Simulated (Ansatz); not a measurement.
Migration of interstitial Cu, charge +1, in different hosts. Calculation: PBE, PAW (plane waves to 420 eV; Ansatz, a quantum-chemistry and plane-wave program).

Barriers are those of the lowest checked hop between equivalent sites, from the lowest site run (climbing-image NEB, static, fixed cells, no finite-size terms; on the finer meshes named, energies are single points at the band's geometries). One hop need not carry long-range diffusion, and untried routes could be lower. Saddle orders were checked for a part of the study's bands only and are not shown. Charge states are imposed.

```
Host                            Route  Hop (Å)                                                                    Neighbours at the saddle  Barrier (eV)                             Cell
------------------  -----------------  -------  ------------------------------------------------------------------------------------------  ------------  -------------------------------
2H silicon carbide  Cu moves farthest     2.54                                                    3 C at 2.00, 3 C at 2.57; 3 Si at 2.03 Å          1.37  72 sites, 2×2×2 shifted along c
zinc-blende GaAs    Cu moves farthest     3.32  As at 2.75, 2 As at 2.81, 2 As at 2.95, As at 3.01; 2 Ga at 2.54, Ga at 2.57, Ga at 2.69 Å          0.19          64 sites, 2×2×2 shifted
zinc-blende BN      Cu moves farthest     1.33                    B at 1.81, 2 B at 1.98, 2 B at 2.02; N at 1.69, N at 1.72, 2 N at 1.87 Å          0.16          64 sites, 3×3×3 shifted
anatase TiO2        Cu moves farthest     3.08                                                                  2 O at 1.92, 4 O at 2.29 Å          0.54         108 sites, 2×2×2 shifted
alpha cristobalite  Cu moves farthest     2.56                                     O at 2.11, O at 2.26, O at 2.35, O at 2.43, O at 2.58 Å           [?]          96 sites, 2×2×2 shifted
```

Q: What belongs in the gaps?

A: 
- alpha cristobalite, Barrier (eV): 0.20
